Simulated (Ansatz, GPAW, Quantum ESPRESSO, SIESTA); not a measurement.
Ba3Te (I4/mmm, 4 atoms in the cell) computed with different codes at matched settings

Self-consistent single point.

```xyz
4
Lattice="-2.6348 2.6348 6.5954 2.6348 -2.6348 6.5954 2.6348 2.6348 -6.5954" Properties=species:S:1:pos:R:3 pbc="T T T"
Ba     0.0000     2.6348     3.2977
Ba     2.6348     0.0000     3.2977
Ba     0.0000     0.0000     6.5954
Te     0.0000     0.0000     0.0000
```

Shared settings, as Ansatz (a quantum-chemistry and plane-wave program) writes them: kpoints.mp_grid.grid = 4 4 4; scf.occupations.method = gaussian; scf.occupations.width = 0.02 Ry. Potentials and cutoffs stand in the table.

```tsv
code	model	pressure (GPa)	cutoff
GPAW	PBEsol, GPAW PAW datasets PBEsol (made by gpaw-setup)	-1.03	600 eV
Ansatz	PBEsol, PAW files made with PBE	-1.22	30.9 Ry
Quantum ESPRESSO	PBEsol, GBRV 1.5 ultrasoft (PBESOL) pseudopotentials	-1.18	40 Ry
SIESTA	GGA PBEsol, numerical atomic orbitals DZP, PseudoDojo PBEsol standard norm-conserving potentials (rewritten from UPF to PSML)	8.71	grid 350 Ry
```

No clean gap comes from GPAW, Ansatz, Quantum ESPRESSO and SIESTA: levels at the Fermi energy touch, overlap or are partly filled at this smearing.

On Ansatz's run: spin-orbit coupling is off.

The spread over the programs that give each value: pressure within 9.93 GPa.

SIESTA uses small atom-centred bases, whose incompleteness enters pressures, forces and empty levels differently from a plane-wave cutoff. Ansatz's pressure is given at a fixed set of plane waves, as the other plane-wave codes print theirs. In the pressure, SIESTA (by 9.89) lies more than 1 GPa from the median of the plane-wave programs.

On the base mesh (6 6 6) the same programs gave: Ansatz pressure -1.17 GPa; Quantum ESPRESSO pressure -1.14 GPa; GPAW pressure -0.98 GPa; SIESTA pressure 8.75 GPa.

The starting cell comes from a database of computed structures (which also holds hypothetical and non-ambient phases and stackings), without a prior relaxation at this level. Its lattice was rescaled by a random factor within 2.5 % of one.

Left out of this page: CP2K (on another mesh); Elk and FLEUR (not drawn, or without a comparable value).

Keys are those of Ansatz 0.2.
